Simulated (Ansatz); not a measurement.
Base system: PtTe₂ (space group P-3m1, No. 164; a = 4.0526 Å, c = 5.0969 Å; layered; relaxed with 0.1 eV smearing).

Computed with PBE-D3(BJ)/PAW in Ansatz (an electronic-structure program), spin-orbit coupling left out.

It is then changed as follows: an isotropic linear strain of +2.50 %; the atoms relax in the strained cell.

Task: Predict the new energy relative to the base and largest internal atomic displacement.

Result: The energy increases by 29 meV/atom; the largest internal atomic displacement amounts to 0.061 Å.

Whether these cells are dynamically stable was not tested. All final runs are without spin polarisation.
